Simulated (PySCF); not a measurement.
PySCF 2.14.0, TPSSH/def2-svp, df: Sb(Et)3 (C[CH2][Sb]([CH2]C)[CH2]C), 22 atoms. The geometry is a generated start, not checked to be a minimum at this level.

| Quantity | Value |
|---|---|
| task | energy |
| method | tpssh |
| basis | def2-svp |
| two-electron scheme | density fitting |
| mol.max_memory | 3000 MB |
| mf.max_cycle | 100 |
| mf.init_guess | minao (default) |
| mf.conv_tol | 1e-09 (default) |
| mf.grids.level | 3 (default) |
| effective core potentials | those of the basis set, past Kr |
| basis functions | 185 |
| grid points | 253792 |

```xyz
22

Sb     0.2322    -0.2456     1.5403
C      1.6565     0.9733     0.3700
C      1.1113     1.6244    -0.8833
H      2.4888     0.3109     0.1288
H      2.0321     1.7379     1.0507
H      0.3064     2.3169    -0.6440
H      0.7318     0.8832    -1.5829
H      1.8995     2.1865    -1.3865
C     -1.5916     0.1633     0.3886
C     -2.3393     1.3756     0.9103
H     -2.2148    -0.7277     0.4678
H     -1.3260     0.3064    -0.6566
H     -1.7215     2.2711     0.8455
H     -2.6268     1.2393     1.9531
H     -3.2445     1.5472     0.3275
C      0.6786    -2.1464     0.5218
C      0.5796    -2.1234    -0.9893
H     -0.0088    -2.8854     0.9335
H      1.6854    -2.4283     0.8294
H      1.2872    -1.4157    -1.4167
H     -0.4240    -1.8536    -1.3114
H      0.8078    -3.1100    -1.3965
```

With the defaults (mf.DIIS = CDIIS, mf.diis = true, newton = off, mf.diis_space = 8, mf.diis_damp = 0, mf.level_shift = 0, mf.damp = 0, mf.diis_start_cycle = 1) it converges in 14 Fock builds. One run each on 2 threads, 1 BLAS thread, with these changes:
- mf.diis_space = 3
- mf.diis_space = 20
- mf.diis_space = 12
- newton = Hessian by the SCF's own integrals
- mf.level_shift = 1 Hartree
- mf.damp = 0.7, mf.diis_start_cycle = 8
- mf.DIIS = EDIIS
- mf.diis_damp = 0.3
- mf.diis = false

Q: Name the settings that don't reach the solution of the defaults.

A: No convergence: mf.DIIS = EDIIS; mf.diis = false (the run ends without SCF convergence in 100 cycles). The rest reach the solution of the defaults.

```tsv
setting	Fock builds	end
the defaults	14	same solution
mf.diis_space = 20	14	same solution
mf.diis_space = 12	14	same solution
mf.diis_damp = 0.3	14	same solution
mf.damp = 0.7, mf.diis_start_cycle = 8	16	same solution
mf.diis_space = 3	21	same solution
mf.level_shift = 1 Hartree	41	same solution
newton = Hessian by the SCF's own integrals	48	same solution
mf.DIIS = EDIIS	101	no convergence
mf.diis = false	101	no convergence
```

Under newton the count holds the products with the orbital Hessian.
